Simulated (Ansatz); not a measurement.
# Pressure series in GaAs

The parent structure is GaAs in the zinc blende structure (space group F-43m, No. 216; a = 5.667 Å).

Cell and atoms are relaxed at each pressure.

Computed with r2SCAN (Ansatz, a quantum-chemistry and plane-wave program), scalar-relativistic without spin-orbit coupling.

Notes on the quantities. enthalpy: H = E + PV relative to the base's energy.

```json
[
 {"case": "base", "electron mass": "0.051 mₑ (at Γ)", "lattice parameter a": "5.667 Å", "enthalpy": "–"},
 {"case": "pressure −2 GPa", "electron mass": "0.040 mₑ (at Γ)", "lattice parameter a": "5.723 Å", "enthalpy": "-0.29 eV/atom"},
 {"case": "pressure −1 GPa", "electron mass": "0.046 mₑ (at Γ)", "lattice parameter a": "5.694 Å", "enthalpy": "-0.14 eV/atom"},
 {"case": "pressure 0.9 GPa", "electron mass": "0.055 mₑ (at Γ)", "lattice parameter a": "5.644 Å", "enthalpy": "+0.13 eV/atom"},
 {"case": "pressure 2.1 GPa", "electron mass": "0.061 mₑ (at Γ)", "lattice parameter a": "5.616 Å", "enthalpy": "+0.29 eV/atom"},
 {"case": "pressure 4.5 GPa", "electron mass": "0.070 mₑ (at Γ)", "lattice parameter a": "5.564 Å", "enthalpy": "+0.62 eV/atom"},
 {"case": "pressure 9 GPa", "electron mass": "1.3 mₑ along k, 0.21 mₑ across (off the special points)", "lattice parameter a": "5.483 Å", "enthalpy": "+1.21 eV/atom"},
 {"case": "pressure 15 GPa", "electron mass": "1.3 mₑ along k, 0.21 mₑ across (off the special points)", "lattice parameter a": "5.394 Å", "enthalpy": "+1.96 eV/atom"},
 {"case": "pressure 22.5 GPa", "electron mass": "–", "lattice parameter a": "5.304 Å", "enthalpy": "+2.86 eV/atom"},
 {"case": "pressure 30 GPa", "electron mass": "–", "lattice parameter a": "5.229 Å", "enthalpy": "+3.71 eV/atom"}
]
```

The levels and masses belong to the bands next to the band gap. Load acts through the strain it causes; cell and atoms are relaxed under it. Effective masses come from finite differences of ±0.01 Å⁻¹. Along k means along the line from Γ to the band edge. Stability against distortions was not tested. Measured, GaAs leaves this structure (for a Cmcm phase) near 15 GPa (room temperature; as listed in arXiv:1906.07825).
